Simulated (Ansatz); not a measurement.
Input for (Sb,Bi)2Se3 alloy cell BiSb3Se6 (stibnite start):

Ansatz 0.2 input:
```yaml
crystal:
  lattice:
    - [0.0, 4.01904791, 0.0]
    - [0.0, 0.0, 11.330557645]
    - [11.749983173, 0.0, 0.0]
  atoms:
    - { symbol: Sb, position: [0.75, 0.038711748, 0.150753689] }
    - { symbol: Bi, position: [0.25, 0.964826159, 0.841330377] }
    - { symbol: Sb, position: [0.25, 0.538711748, 0.349246311] }
    - { symbol: Bi, position: [0.75, 0.464826159, 0.658669623] }
    - { symbol: Sb, position: [0.25, 0.331852544, 0.021991252] }
    - { symbol: Sb, position: [0.75, 0.677055556, 0.978382006] }
    - { symbol: Sb, position: [0.75, 0.831852544, 0.478008748] }
    - { symbol: Sb, position: [0.25, 0.177055556, 0.521617994] }
    - { symbol: Se, position: [0.75, 0.134596516, 0.946370809] }
    - { symbol: Se, position: [0.25, 0.863876084, 0.054733004] }
    - { symbol: Se, position: [0.25, 0.634596516, 0.553629191] }
    - { symbol: Se, position: [0.75, 0.363876084, 0.445266996] }
    - { symbol: Se, position: [0.25, 0.195654483, 0.215606931] }
    - { symbol: Se, position: [0.75, 0.795735849, 0.778705821] }
    - { symbol: Se, position: [0.75, 0.695654483, 0.284393069] }
    - { symbol: Se, position: [0.25, 0.295735849, 0.721294179] }
    - { symbol: Se, position: [0.75, 0.051253609, 0.625051588] }
    - { symbol: Se, position: [0.25, 0.946437452, 0.370040059] }
    - { symbol: Se, position: [0.25, 0.551253609, 0.874948412] }
    - { symbol: Se, position: [0.75, 0.446437452, 0.129959941] }
basis:
  ecutwfc: 420
  ecutrho_ratio: 4
  xc_grid: 2
kpoints:
  mp_grid: { grid: [6, 2, 2] }
hamiltonian:
  xc: pbe
  dispersion: d3bj
  pseudopotentials: { kind: paw }
scf:
  n_extra_bands: 44
  occupations: { method: fermi_dirac, width: 0.01 }
output:
  eigenstates:
    kpoints:
      - [0.0, 0.0, 0.0]
      - [0.0, 0.0, -0.5]
      - [-0.5, 0.0, 0.0]
      - [0.0, -0.5, 0.0]
    e_range: [-5, 6]
    localisation: true
  eigenvalues: true
magnetization:
  noncollinear: true
  spin_orbit: true
```

The numbers are results of PBE+D3(BJ) with spin-orbit coupling (plane waves to 420 eV, PAW; Ansatz, a first-principles code), not measurements.  Its k-point mesh 6×2×2, Fermi–Dirac width 0.01 eV.

Task: Write the closing report of this run, without the band table and long remarks, to eight decimals at most.

Result: 
```
SCF converged after 11 iterations
Magnetization: |M| = 0.0000 μB,  M = (+0.0000, +0.0000, +0.0000) μB
Absolute magnetization: 0.0000 μB (∫|m|)
  site 0: m = (+0.0000, +0.0000, +0.0000) μB, |m| = 0.0000 μB  (R = 1.09 Å)
  site 1: m = (+0.0000, +0.0000, +0.0000) μB, |m| = 0.0000 μB  (R = 1.14 Å)
  site 2: m = (+0.0000, +0.0000, +0.0000) μB, |m| = 0.0000 μB  (R = 1.09 Å)
  site 3: m = (+0.0000, +0.0000, +0.0000) μB, |m| = 0.0000 μB  (R = 1.14 Å)
  site 4: m = (+0.0000, +0.0000, +0.0000) μB, |m| = 0.0000 μB  (R = 1.12 Å)
  site 5: m = (+0.0000, +0.0000, +0.0000) μB, |m| = 0.0000 μB  (R = 1.12 Å)
  site 6: m = (+0.0000, +0.0000, +0.0000) μB, |m| = 0.0000 μB  (R = 1.12 Å)
  site 7: m = (+0.0000, +0.0000, +0.0000) μB, |m| = 0.0000 μB  (R = 1.12 Å)
  site 8: m = (+0.0000, +0.0000, +0.0000) μB, |m| = 0.0000 μB  (R = 1.09 Å)
  site 9: m = (+0.0000, +0.0000, +0.0000) μB, |m| = 0.0000 μB  (R = 1.14 Å)
  site 10: m = (+0.0000, +0.0000, +0.0000) μB, |m| = 0.0000 μB  (R = 1.09 Å)
  site 11: m = (+0.0000, +0.0000, +0.0000) μB, |m| = 0.0000 μB  (R = 1.14 Å)
  site 12: m = (+0.0000, +0.0000, +0.0000) μB, |m| = 0.0000 μB  (R = 1.13 Å)
  site 13: m = (+0.0000, +0.0000, +0.0000) μB, |m| = 0.0000 μB  (R = 1.12 Å)
  site 14: m = (+0.0000, +0.0000, +0.0000) μB, |m| = 0.0000 μB  (R = 1.13 Å)
  site 15: m = (+0.0000, +0.0000, +0.0000) μB, |m| = 0.0000 μB  (R = 1.12 Å)
  site 16: m = (+0.0000, +0.0000, +0.0000) μB, |m| = 0.0000 μB  (R = 1.13 Å)
  site 17: m = (+0.0000, +0.0000, +0.0000) μB, |m| = 0.0000 μB  (R = 1.12 Å)
  site 18: m = (+0.0000, +0.0000, +0.0000) μB, |m| = 0.0000 μB  (R = 1.13 Å)
  site 19: m = (+0.0000, +0.0000, +0.0000) μB, |m| = 0.0000 μB  (R = 1.12 Å)
Free energy (F): -129442.028643 eV
Harris-Foulkes:  -129442.028643 eV  (|F-HF|=1.90e-8)
Internal energy: -129442.028643 eV  (E = F + TS)
E sigma→0 (E₀):  -129442.028643 eV
Fermi energy:    9.304951 eV
--- Per-component energies (eV) ---
  E_band       = -5709.179693
  E_kinetic    = 3267.433403
  E_local      = -41583.544367  (includes V_loc(G=0)·N_el)
  E_nonlocal   = -3848.420983
  E_hartree    = 19702.781918
  E_xc         = -2388.656403
  E_vxc        = -2048.365628  (∫ρ·V_xc dr)
  E_paw        = -71811.191980  (= ΣΔE_a)
  E_vpaw       = -901.848228  (= ΣTr[D̂ρ^β])
  E_aug_tail   = -0.007864  (compensation charges beyond the density's cutoff)
  E_ewald      = -32772.281915
  E_disp       = -8.140453  (pairwise vdW)
  E_smearing   = 0.000000  (= −TS)
  E_closure    = 0.000000  (closes the sum)
  Σ components = -129442.028643   (vs F -129442.028643, Δ=0.00e0)
```

Cost: about 40 core-minutes (a rough figure).
